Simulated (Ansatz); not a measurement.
Defect migration in fcc Cu: Al-vacancy pair (Al on one host Cu site, one Cu site vacant), neutral cell. Level of theory: PBE, PAW (plane waves to 420 eV; Ansatz, a quantum-chemistry and plane-wave program).

Settings: 32 host sites, the relaxed PBE lattice, a 3×3×3 k-point mesh shifted by half a step, smearing 0.10 eV, spin-restricted, no image-charge correction. Energies are static. Forms of the defect that were not tried may lie lower.

Barriers: single points on a 5×5×5 k-point mesh shifted by half a step at the bands' geometries.

The step: Al and the vacancy change places (Al-vacancy distance between ideal sites 2.57 Å throughout). Atoms about the jump, Cartesian Å from the middle of the jump, before and after:

```
atom     x0     y0     z0     x1     y1     z1
----  -----  -----  -----  -----  -----  -----
Al1    0.00  -0.86  -0.86   0.00   0.86   0.86
Cu2   -1.82  -0.89   0.92  -1.82  -0.92   0.89
Cu3   -1.81   0.92  -0.89  -1.81   0.89  -0.92
Cu4    1.81  -0.88   0.92   1.81  -0.92   0.88
Cu5    1.81   0.92  -0.89   1.81   0.89  -0.92
Cu6    0.00   0.92  -2.72   0.00   0.88  -2.70
Cu7    0.00   2.70  -0.88   0.00   2.72  -0.92
Cu8    0.00  -2.72   0.92   0.00  -2.70   0.87
Cu9    0.00  -0.87   2.70   0.00  -0.92   2.72
Cu10  -1.82  -2.73  -0.90  -1.80  -2.71  -0.92
Cu11  -1.80   0.92   2.71  -1.82   0.90   2.73
Cu12  -1.80   2.71   0.92  -1.82   2.73   0.90
Cu13  -1.82  -0.90  -2.73  -1.80  -0.92  -2.71
Cu14   1.82  -0.90  -2.73   1.79  -0.92  -2.71
Cu15   1.79   2.71   0.92   1.82   2.73   0.90
Cu16   1.82  -2.73  -0.90   1.80  -2.71  -0.92
Cu17   1.80   0.92   2.71   1.82   0.90   2.73
Cu18   0.00   2.70   2.71   0.00   2.72   2.72
Cu19   0.00  -2.72  -2.72   0.00  -2.71  -2.70
Cu20  -3.63  -0.90  -0.90  -3.63  -0.92  -0.92
Cu21  -3.63   0.92   0.92  -3.63   0.90   0.90
```

Question: Give the saddle-point geometry and the barrier.

Answer: 
| atom | x | y | z |
|---|---|---|---|
| Al1 | 0.00 | 0.00 | -0.01 |
| Cu2 | -1.97 | -0.94 | 0.93 |
| Cu3 | -1.97 | 0.93 | -0.95 |
| Cu4 | 1.97 | -0.94 | 0.93 |
| Cu5 | 1.97 | 0.93 | -0.95 |
| Cu6 | 0.00 | 0.87 | -2.67 |
| Cu7 | 0.00 | 2.65 | -0.88 |
| Cu8 | 0.00 | -2.66 | 0.86 |
| Cu9 | 0.00 | -0.88 | 2.65 |
| Cu10 | -1.77 | -2.71 | -0.92 |
| Cu11 | -1.77 | 0.90 | 2.70 |
| Cu12 | -1.77 | 2.71 | 0.90 |
| Cu13 | -1.77 | -0.91 | -2.72 |
| Cu14 | 1.77 | -0.91 | -2.72 |
| Cu15 | 1.77 | 2.71 | 0.90 |
| Cu16 | 1.77 | -2.71 | -0.92 |
| Cu17 | 1.77 | 0.90 | 2.70 |
| Cu18 | 0.00 | 2.71 | 2.70 |
| Cu19 | 0.00 | -2.71 | -2.72 |
| Cu20 | -3.63 | -0.96 | -0.96 |
| Cu21 | -3.63 | 0.95 | 0.95 |
It lies 0.60 eV above the start and 0.60 eV above the end. The saddle point's order was not checked, and it lies on a symmetry element of the cell, where a band can be held.
